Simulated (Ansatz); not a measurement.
## LiF under a change: 7 layers

Consider LiF in the rock salt structure (space group Fm-3m, No. 225; a = 3.9902 Å). Axes: x, y, z lie along the cube axes.

Modification: a free-standing slab of 7 layers (14 atoms, 2 a layer) is cut normal to the z axis, with 15 Å of vacuum and the in-plane cell held at bulk.

Level of theory: r2SCAN, PAW, 500 eV (Ansatz, a program for electronic structure; scalar-relativistic without spin-orbit coupling). k-mesh 12×12×1 (Γ-centred); smearing 0.05 eV (Fermi–Dirac), for the changed cell.

```tsv
quantity	base	changed	shift
layer's space group (with vacuum)	–	P4/mmm (No. 123)	–
shortest interatomic distance	199.5 pm	195.6 pm	-3.9 pm
band gap	10.33 eV	7.72 eV	-2.61 eV
gap character	–	indirect, X → Γ	–
smallest direct gap	10.33 eV	7.82 eV	-2.51 eV
excess energy per area of both faces (slab less bulk energy over the cell's area: twice a surface energy)	–	0.87 J/m²	–
change of the spacing d23 from its bulk value of 1.995 Å	–	+0.1 %	–
```

Final structure:

```xyz
14
Lattice="2.8215 0.0000 0.0000 0.0000 2.8215 0.0000 0.0000 0.0000 26.9706" Properties=species:S:1:pos:R:3 pbc="T T T"
F      0.7054    -0.7054     7.4805
Li     2.1161     0.7054     7.5416
F      2.1161    -2.1161     9.4979
Li     3.5269    -0.7054     9.4870
F      3.5269    -3.5269    11.4895
Li     4.9376    -2.1161    11.4913
F      4.9376    -4.9376    13.4853
Li     6.3484    -3.5269    13.4853
F      6.3484    -6.3484    15.4811
Li     7.7591    -4.9376    15.4793
F      7.7591    -7.7591    17.4727
Li     9.1699    -6.3484    17.4836
F      9.1699    -9.1699    19.4901
Li    10.5806    -7.7591    19.4290
```

Cost of the whole job for the changed cell (relaxation, final SCF and bands): very roughly 4 core-minutes.

The excess energy carries the mismatch between the slab's and the bulk's meshes. Stability against distortions was not tested. k-point labels follow each cell's own Brillouin zone.
